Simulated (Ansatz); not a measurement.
Base system: GaAs in the zinc blende structure (space group F-43m, No. 216; a = 5.659 Å). Axes: x, y, z lie along the cube axes.

Method: Kohn–Sham DFT with the PBEsol functional, run in Ansatz (an electronic-structure program) with PAW and 420 eV plane waves, spin-orbit coupling left out.

Strains are applied to the cell and any free atomic positions relax; under biaxial strain the out-of-plane vector relaxes too.

One change was made to it. Results:

| quantity | base | after |
|---|---|---|
| electron mass | 0.025 mₑ (at Γ) | 0.026 mₑ (at Γ) |
| volume per atom | 22.65 Å³ | 22.61 Å³ |
| valence-band top at Γ (three highest levels, from the VBM) | 0.00, 0.00, 0.00 eV | 0.00, 0.00, -0.01 eV |

Question: Which change produced these results?
A) biaxial strain −0.13 %, plane normal [111], relaxed out of plane
B) uniaxial strain ε_xx = −2.65 %
C) biaxial strain −0.80 %, plane normal [111], relaxed out of plane

Answer: A, biaxial strain −0.13 %, plane normal [111], relaxed out of plane. For comparison, the electron mass in the other runs: uniaxial strain ε_xx = −2.65 % gives 0.031 mₑ along x, 0.037 mₑ across (at Γ); biaxial strain −0.80 %, plane normal [111], relaxed out of plane gives 0.031 mₑ out of plane, 0.029 mₑ in plane (at Γ).

The levels and masses belong to the bands next to the band gap. Effective masses come from finite differences of ±0.01 Å⁻¹. Whether these cells are dynamically stable was not tested.
